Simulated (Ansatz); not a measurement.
# Pressure series in NbAs

The parent structure is NbAs (space group I4_1md, No. 109).

```
CELL_PARAMETERS angstrom
     -1.73679     1.73679     5.87436
      1.73679    -1.73679     5.87436
      1.73679     1.73679    -5.87436
ATOMIC_POSITIONS crystal
  Nb 0.99889 0.99889 0.00000
  Nb 0.74889 0.24889 0.50000
  As 0.41711 0.41711 0.00000
  As 0.16711 0.66711 0.50000
```

Cell and atoms are relaxed at each pressure.

All numbers come from PBE, PAW, 420 eV (Ansatz, a quantum-chemistry and plane-wave program; no SOC).

Candidates:
(a) pressure 10 GPa
(b) pressure −1 GPa
(c) pressure 0.3 GPa

Base values:

The c/a ratio comes out as 3.382.

### Question
Order them by c/a ratio, lowest first.

### Answer
(a) pressure 10 GPa (3.345), (c) pressure 0.3 GPa (3.381), (b) pressure −1 GPa (3.386)

Load acts through the strain it causes; cell and atoms are relaxed under it. Stability against distortions was not tested. Competing high-pressure phases were not computed. The final runs are not spin-polarised.
